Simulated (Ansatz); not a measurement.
Base system: TiAl in the CsCl type structure (space group Pm-3m, No. 221; a = 3.1562 Å; a cell from a computed database, its experimental status unchecked).

Level of theory: PBEsol/PAW in Ansatz (a quantum-chemistry and plane-wave program), spin-orbit coupling left out.

Before the change:

| Property | Value |
|---|---|
| Lattice parameter a | 3.156 Å |

One thing is altered: every Ti is replaced by Sn; the structure is relaxed again.

Tabulated Pauling electronegativity and covalent radius: Ti 1.54, 1.60 Å; Sn 1.96, 1.39 Å.

Question: How does this affect the lattice parameter a?

Answer: The lattice parameter a grows by 0.361 Å (3.156 Å → 3.517 Å).

No phonon test of stability was made. As relaxed here, AlSn is a hypothetical phase, not in the database extracts checked. All final runs are without spin polarisation. An odd electron count without spin: AlSn and TiAl. TiAl has a high density of states at the Fermi level and may be magnetic at this level.
